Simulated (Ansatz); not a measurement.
The parent structure is Li₂S in the anti-fluorite structure (space group Fm-3m, No. 225).

```
CELL_PARAMETERS angstrom
      0.00000     2.85283     2.85283
      2.85283     0.00000     2.85283
      2.85283     2.85283     0.00000
ATOMIC_POSITIONS crystal
  Li 0.25000 0.25000 0.25000
  Li 0.75000 0.75000 0.75000
  S  0.00000 0.00000 0.00000
```

Calculations: PBE in Ansatz (plane waves to 420 eV, PAW, without spin-orbit coupling).

Strains are applied to the cell and any free atomic positions relax.

One change was made to it. Results:

```tsv
quantity	base	after
hole mass (degenerate bands, along [100])	0.48, 0.96, 0.96 mₑ (at Γ)	0.49, 0.87, 0.87 mₑ (at Γ)
pressure	0.00 GPa	4.44 GPa
mean gap deformation potential ΔEg/Δln V	–	+0.8 eV
```

Task: Which of these changes matches the shifts?
A. isotropic strain −3.00 %
B. isotropic strain +1.50 %
C. isotropic strain +3.00 %
D. isotropic strain −0.50 %

Result: A, isotropic strain −3.00 %. For comparison, the hole mass in the other runs: isotropic strain −0.50 % gives 0.48, 0.95, 0.95 mₑ (at Γ); isotropic strain +3.00 % gives 0.48, 1.1, 1.1 mₑ (at Γ); isotropic strain +1.50 % gives 0.48, 1.0, 1.0 mₑ (at Γ).

Masses are band curvatures over ±0.01 Å⁻¹ around the edge. Gaps are read on the SCF mesh and a high-symmetry path. Whether these cells are dynamically stable was not tested.

Ansatz is a quantum-chemistry and plane-wave program.
